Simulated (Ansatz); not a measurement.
Take InAs in the zinc blende structure (space group F-43m, No. 216; a = 6.186 Å) as the base.

Calculations: PBE/PAW in Ansatz (a program for electronic structure), no spin-orbit coupling.

Base values:

- Lattice parameter a = 11.690 bohr

Now apply this change: cell and atoms relaxed at a pressure of 0.9 GPa.

Question: Estimate the effect on the lattice parameter a.

Answer: The lattice parameter a decreases by 0.067 bohr to 11.623 bohr.

Load acts through the strain it causes; cell and atoms are relaxed under it. No phonon test of stability was made. All final runs are without spin polarisation.
